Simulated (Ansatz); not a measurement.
The parent structure is MgS in the rock salt structure (space group Fm-3m, No. 225; a = 5.182 Å).

Level of theory: Ansatz (an electronic-structure program), PBEsol, PAW, cutoff 420 eV, no SOC.

Base values:

```
Property                                           Result
-----------------------------  --------------------------
Hole mass                      0.25, 0.92, 0.92 mₑ (at Γ)
Width of the top valence band                     2.43 eV
Smallest direct gap                               3.69 eV
```

It is then changed as follows: every lattice vector is stretched by 2.00 %; the atoms relax in the strained cell.

### Question
Predict the new hole mass.

### Answer
The hole mass (degenerate bands, along [100]) becomes 0.23, 0.98, 0.98 mₑ (at Γ) (base: 0.25, 0.92, 0.92 mₑ (at Γ)).

### Question
Predict the new width of the top valence band.

### Answer
The width of the top valence band decreases by 0.163 eV to 2.26 eV.

### Question
What does the calculation give for the energy relative to the base after the change?

### Answer
The energy rises by 14 meV/atom.

### Question
Estimate the effect on the smallest direct gap.

### Answer
The smallest direct gap drops by 0.45 eV (3.69 eV → 3.24 eV).

Effective masses come from finite differences of ±0.01 Å⁻¹. Gaps are Kohn–Sham eigenvalue differences; semilocal functionals usually give less than the measured gap. No phonon test of stability was made.
